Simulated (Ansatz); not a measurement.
The parent structure is Rh in the fcc (Cu type) structure (space group Fm-3m, No. 225; a = 3.7816 Å; relaxed with 0.1 eV smearing). Axes: x, y, z lie along the cube axes.

All numbers come from Kohn–Sham DFT with the PBEsol functional, run in Ansatz (a program for electronic structure) with PAW and 420 eV plane waves, spin-orbit coupling left out.

The change: the cell is stretched by 1.00 % along z with no lateral relaxation; the atoms relax in the strained cell.

Question: Predict the stress tensor and what it implies for the stiffness.

Answer: Stress of the strained cell less that of the base (GPa, compression positive):
```
   -2.0     0.0     0.0
    0.0    -2.0     0.0
    0.0     0.0    -4.5
```

Then −Δσ_ii/ε with ε = 0.0100 gives relaxed-ion elastic constants: C33 ≈ 451 GPa, C13 ≈ 199 GPa and C23 ≈ 199 GPa.

Whether these cells are dynamically stable was not tested. The final runs are not spin-polarised.
